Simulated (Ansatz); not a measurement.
Ansatz (a first-principles code) run on ZrSc (P3m1, 2 atoms in the cell): self-consistent single point.

Computed with LDA (PW92), harder PAW files (source: ansatz) made with PBE (plane waves; Ansatz).

```
ZrSc
1.0
    3.29926     0.00000     0.00000
   -1.64963     2.85725     0.00000
    0.00000     0.00000     5.18079
Zr Sc
1 1
Direct
  0.66667   0.33333   0.00965
  0.00000   0.00000   0.50000
```

Reference input (self-consistent single point, DFT, LDA (PW92), plane waves, default PAW files made with PBE): basis.ecutwfc = 420 eV; kpoints.mp_grid.grid = 11 11 7; hamiltonian.xc = lda; hamiltonian.pseudopotentials = {kind: paw} (the program's default PAW files); scf.occupations.method = fermi_dirac; scf.occupations.width = 0.1 eV. This run's input differs from it in these lines:

Ansatz 0.2 input:
```diff
@@ -9,3 +9,3 @@
 basis:
-  ecutwfc: 420.0
+  ecutwfc: 610.0
 kpoints:
@@ -17,2 +17,3 @@
     kind: paw
+    source: ansatz
 scf:
```

The program printed (abridged):

```
SCF iter   1: F=—  HF=-6167.233831 eV  |F-HF|=—  |Δ(HF+E_count)|=         —  Δρ=3.10e-2  dr2=8.88e-1  ethr=3.10e-3  ⟨swp⟩=4.1  Hψ=6581  notcnv=0
all-band conjugate gradients solve this SCF's bands
preconditioner: auto → none
SCF iter   2: F=—  HF=-6167.088857 eV  |F-HF|=—  |Δ(HF+E_count)|=   1.45e-1  Δρ=1.76e-2  dr2=2.85e-1  ethr=3.10e-3  ⟨swp⟩=2.0  Hψ=2578  notcnv=0
   [... lines left out ...]
SCF iter   5: F=—  HF=-6167.023865 eV  |F-HF|=—  |Δ(HF+E_count)|=   3.89e-3  Δρ=3.59e-4  dr2=1.15e-4  ethr=3.10e-5  ⟨swp⟩=2.3  Hψ=2212  notcnv=0
SCF iter   6: F=—  HF=-6167.023859 eV  |F-HF|=—  |Δ(HF+E_count)|=   6.60e-6  Δρ=2.01e-4  dr2=8.84e-5  ethr=5.02e-7  ⟨swp⟩=2.3  Hψ=2273  notcnv=0
SCF iter   7: F=—  HF=-6167.023843 eV  |F-HF|=—  |Δ(HF+E_count)|=   1.54e-5  Δρ=5.54e-5  dr2=1.00e-6  ethr=3.84e-7  ⟨swp⟩=1.9  Hψ=1665  notcnv=0
SCF iter   8: F=-6167.023843 eV  HF=-6167.023843 eV  |F-HF|=4.91e-8  |Δ(HF+E_count)|=   1.24e-7  Δρ=1.21e-5  dr2=6.37e-8  ethr=4.35e-10  ⟨swp⟩=3.3  Hψ=6207  notcnv=0
SCF 1 converged in 8 iterations: F = -6167.023843 eV  dr2 = 6.37e-8
Free energy (F): -6167.023843 eV
Internal energy: -6166.922515 eV  (E = F + TS)
E sigma→0 (E₀):  -6166.973179 eV
Entropy (-TS):   -0.101328 eV (-50.664 meV/atom)
Fermi energy:    10.824939 eV
--- Forces (eV/Å), atoms counted from 1 ---
  atom   1  Zr     0.00000000     0.00000000    -0.10105653
  atom   2  Sc    -0.00000000    -0.00000000     0.10107124
--- Stress (GPa, compression-positive) ---
       -7.347265      -0.000000      -0.000000
       -0.000000      -7.347265      -0.000000
       -0.000000       0.000000      -6.705365
  P = ⅓ Tr σ = -7.1333 GPa (-71.333 kbar)
  The stress holds the Pulay correction. Without it, at fixed plane waves, as pw.x and ABINIT print it: P = -7.1504 GPa
```

The run converged in 8 iterations. Against the reference run the pressure hardly changes (-7.15 to -7.13 GPa) and the largest force stays at 0.101 eV/Å.

The starting cell comes from a database of computed structures (which also holds hypothetical and non-ambient phases and stackings), without a prior relaxation at this level. Its lattice was rescaled by up to half a per cent. One atom was moved a little off its site on purpose. Ansatz's pressure includes its estimate of the finite-basis (Pulay) stress.
